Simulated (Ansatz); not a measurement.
For Mg in the hcp (Mg type) structure at 500 K, quasi-harmonic lattice dynamics with Ansatz (an electronic-structure program), PBEsol functional, plane-wave PAW gives a volume expansion coefficient α_V = 53.77 × 10⁻⁶ K⁻¹, an isothermal bulk modulus B_T = 50.8 GPa, a molar volume V_m = 12.494 cm³/mol and C_V = 24.70 J/(mol K). The pressure is 5 GPa. The structure is held there; whether it is the stable one at that pressure was not tested.

Task: Work out the Grüneisen parameter, C_P and the adiabatic bulk modulus.

Result: γ = α_V B_T V_m / C_V = 1.38. C_P − C_V = α_V² B_T V_m T = 0.92 J/(mol K), so C_P = 25.62 J/(mol K). B_S = B_T C_P/C_V = B_T (1 + α_V γ T) = 52.6 GPa.

The PAW data sets were generated under PBE and serve the other functionals too.
